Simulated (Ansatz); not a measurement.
The reference is ZrO$_{2}$ (space group P4_2/nmc, No. 137; a = 3.5844 Å, c = 5.1771 Å). Axes: x, y, z lie along a, b, c of the conventional cell.

The change: compressive biaxial strain of 1.49 % in the plane normal to [001], as in epitaxy on a mismatched substrate; the out-of-plane cell vector and the atoms relax.

Levels (all Ansatz, a quantum-chemistry and plane-wave program, PAW): PBEsol (420 eV, without spin-orbit coupling); r2SCAN (500 eV, without spin-orbit coupling); HSE06 (420 eV, spin-orbit coupling left out).

One geometry, relaxed with PBEsol, under each level:

```tsv
level	band gap	lowest conduction level above the VBM at special points	pressure
PBEsol	4.10 eV	Γ 4.10 eV; X 4.53 eV; R 4.59 eV; Z 4.67 eV	5.91 GPa
r2SCAN	4.72 eV	Γ 4.72 eV; X 5.11 eV; R 5.18 eV; Z 5.27 eV	9.91 GPa
HSE06	5.83 eV	Γ 5.83 eV; X 6.26 eV; R 6.34 eV	–
```

Single points use the geometry relaxed with PBEsol. Their cutoffs differ, which shifts pressures a little. The hybrid gap comes from the SCF mesh plus the semilocal run's edge points and a few special points and is an upper bound. Whether these cells are dynamically stable was not tested. This is not the structure that ZrO2 has at room temperature and ambient pressure.
